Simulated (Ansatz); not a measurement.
## SnO2: point defects

The parent structure is a 24-atom supercell of SnO₂ in the rutile structure (space group P4_2/mnm, No. 136; a = 4.7685 Å, c = 3.2114 Å) at its relaxed geometry.

One neutral defect a cell, atoms relaxed at fixed cell.

Level of theory: PBEsol, PAW, 420 eV (Ansatz, a program for electronic structure; without spin-orbit coupling), earlier PAW set.

| case | gap of the supercell | total moment of the cell | largest displacement of a host atom from its site in the perfect cell |
|---|---|---|---|
| perfect supercell | 0.92 eV | – | – |
| Sn vacancy, symmetric start | zero | 4.0 μB | 0.10 Å |
| S on a O site, symmetric start | 0.59 eV | 0.0 μB | 0.26 Å |
| Te on a Sn site | 0.90 eV | 0.0 μB | 0.07 Å |
| O vacancy | … | 0.0 μB | … |

Problem. Some entries are withheld; estimate them.

Solution. 
- O vacancy, gap of the supercell: 1.08 eV
- O vacancy, largest displacement of a host atom from its site in the perfect cell: 0.08 Å

The magnetic state is the one reached from the starting moments; the real material's order can differ, and small cells can't hold many antiferromagnetic ones. The cell is small, so the values are those of an ordered compound at a high defect concentration; dilute-limit values will differ. A case with no gap was solved on a k-mesh chosen for an insulator, which is coarse for it. Defects with a symmetric start kept the site's symmetry and may sit on a saddle; the others started slightly shaken. Spin-orbit coupling, missing from the scalar runs, can matter with Te. Seeded moments were not kept for S on a O site, Te on a Sn site and O vacancy.
